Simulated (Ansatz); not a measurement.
Consider Nb in the bcc (W type) structure (space group Im-3m, No. 229; relaxed with 0.1 eV smearing).

```cif
data_Nb
_chemical_formula_sum 'Nb1'
_space_group_name_H-M_alt 'P 1'
_space_group_IT_number 1
_cell_length_a 2.83443
_cell_length_b 2.83443
_cell_length_c 2.83443
_cell_angle_alpha 109.471
_cell_angle_beta 109.471
_cell_angle_gamma 109.471
loop_
_space_group_symop_operation_xyz
  'x, y, z'
loop_
_atom_site_label
_atom_site_type_symbol
_atom_site_fract_x
_atom_site_fract_y
_atom_site_fract_z
_atom_site_occupancy
Nb1 Nb 0.00000 0.00000 0.00000 1
```

Calculations: plane-wave PAW DFT at the PBEsol level (Ansatz, a quantum-chemistry and plane-wave program, 420 eV), no spin-orbit coupling.

Strains are applied to the cell and any free atomic positions relax.

One change was made to it. Results:

| quantity | base | after |
|---|---|---|
| energy relative to the base (free energy F) | 0 meV/atom | +9.1 meV/atom |
| pressure | 0.0 GPa | 5.8 GPa |

Question: Name the change that was made.
(A) isotropic strain +0.50 %
(B) isotropic strain −2.50 %
(C) isotropic strain −1.00 %
(D) isotropic strain −0.50 %

Answer: C, isotropic strain −1.00 %. For comparison, the energy relative to the base in the other runs: isotropic strain −2.50 % gives +59 meV/atom; isotropic strain −0.50 % gives +2.3 meV/atom; isotropic strain +0.50 % gives +2.2 meV/atom.

Stability against distortions was not tested. The final runs are not spin-polarised.
